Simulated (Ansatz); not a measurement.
Base system: Cu₃Sn (space group P6_3/mmc, No. 194; a = 5.512 Å, c = 4.277 Å; a cell from a computed database, its experimental status unchecked). Axes: x lies along a and z along c of the hexagonal cell.

Computed with Ansatz (a first-principles code), r2SCAN, PAW, cutoff 500 eV, no spin-orbit coupling, earlier PAW set.

One thing is altered: an isotropic linear strain of −1.80 %, atoms relaxed at fixed cell.

Problem. Predict the stress tensor and what it implies for the stiffness.

Solution. Stress of the strained cell less that of the base (GPa, compression positive):
```
    7.5     0.0     0.0
    0.0     7.5     0.0
    0.0     0.0     8.5
```

Then B = −ΔP/(ΔV/V₀) with ΔV/V₀ = -0.0530 gives secant stiffness values (nonlinear terms included at this strain): B (at held cell shape, above the free-shape value) ≈ 148 GPa.

As a check, the harmonic strain energy −½ V₀ Δσ:ε is 19 meV/atom; the computed energy rise is 17 meV/atom.

Stability against distortions was not tested. All final runs are without spin polarisation.
